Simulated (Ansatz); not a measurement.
# ZnAu under a change: 4 layers

Consider ZnAu in the CsCl type structure (space group Pm-3m, No. 221; a = 3.129 Å). Axes: x, y, z lie along the cube axes.

Modification: a free-standing slab of 4 layers (8 atoms, 2 a layer) is cut normal to [110], with 15 Å of vacuum and the in-plane cell held at bulk.

Computed with plane-wave PAW DFT at the PBEsol level (Ansatz, an electronic-structure program, 420 eV), no spin-orbit coupling. Γ-centred 15×11×1 mesh, Fermi–Dirac width 0.05 eV, for the changed cell.

The layer's space group (with vacuum) is Pmma (No. 51) and the shortest interatomic distance drops by 0.1206 bohr, from 5.120 bohr to 5.000 bohr. The band gap is still zero and the excess energy per area of both faces (slab less bulk energy over the cell's area: twice a surface energy) comes out as 1.9 J/m² (uncertain by up to 0.09 J/m²). The thickness between the outermost nuclei amounts to 6.67 Å and the change of the spacing d12 from its bulk value of 2.212 Å comes out as +0.7 %. The change of the spacing d23 from its bulk value of 2.212 Å comes out as -0.3 %.

Final structure:

```xyz
8
Lattice="3.1286 0.0000 0.0000 0.0000 4.4245 0.0000 0.0000 0.0000 21.6368" Properties=species:S:1:pos:R:3 pbc="T T T"
Zn     1.5643     3.3184     7.4836
Au     0.0000     1.1061     7.4928
Zn     1.5643     5.5307     9.6264
Au     0.0000     3.3184     9.8047
Zn     1.5643     7.7429    12.0104
Au     0.0000     5.5307    11.8322
Zn     1.5643     9.9552    14.1532
Au     0.0000     7.7429    14.1440
```

Cost of the whole job for the changed cell (relaxation, final SCF and bands): roughly 5 core-minutes.

Slab and bulk use different k-meshes, which limits the precision of the excess energy. Stability against distortions was not tested.
